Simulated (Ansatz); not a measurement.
What biaxial strain −0.83 %, plane normal [111], relaxed out of plane does to CaS

Take CaS in the rock salt structure (space group Fm-3m, No. 225; a = 5.6332 Å) as the base. Axes: x, y, z lie along the cube axes.

It is then changed as follows: compressive biaxial strain of 0.83 % in the plane normal to [111], as in epitaxy on a mismatched substrate; the out-of-plane cell vector and the atoms relax.

All numbers come from Ansatz (an electronic-structure program) PBEsol, without spin-orbit coupling. k-mesh 10×10×10 (Γ-centred); smearing 0.05 eV (Fermi–Dirac).

```json
[
 {"quantity": "space group", "base": "Fm-3m (No. 225)", "changed": "R-3m (No. 166)", "shift": "–"},
 {"quantity": "energy relative to the base (free energy F)", "base": "0 meV/atom", "changed": "+1.1 meV/atom", "shift": "+1.1 meV/atom"},
 {"quantity": "pressure (mean of the normal stresses, compression positive)", "base": "0.00 GPa", "changed": "0.66 GPa", "shift": "+0.669 GPa"},
 {"quantity": "band gap", "base": "2.16 eV", "changed": "2.10 eV", "shift": "-0.055 eV"},
 {"quantity": "gap character", "base": "–", "changed": "indirect, Γ → F", "shift": "–"},
 {"quantity": "smallest direct gap", "base": "3.00 eV", "changed": "2.94 eV", "shift": "-0.06 eV"},
 {"quantity": "electron mass", "base": "1.4 mₑ along k, 0.29 mₑ across (at X)", "changed": "1.4 mₑ along k, 0.29 mₑ across (at X)", "shift": "–"},
 {"quantity": "valence-band top at Γ (three highest levels, from the VBM)", "base": "0.00, 0.00, 0.00 eV", "changed": "0.00, 0.00, -0.08 eV", "shift": "–"},
 {"quantity": "out-of-plane strain", "base": "–", "changed": "+0.60 %", "shift": "–"},
 {"quantity": "ratio −ε⊥/ε∥", "base": "–", "changed": "0.72", "shift": "–"},
 {"quantity": "mean in-plane stress (compression positive)", "base": "–", "changed": "+1.0 GPa", "shift": "–"}
]
```

Masses are band curvatures over ±0.01 Å⁻¹ around the edge. Along k means along the line from Γ to the band edge. Whether these cells are dynamically stable was not tested. Labels are those of the standard path for the cell's own space group.
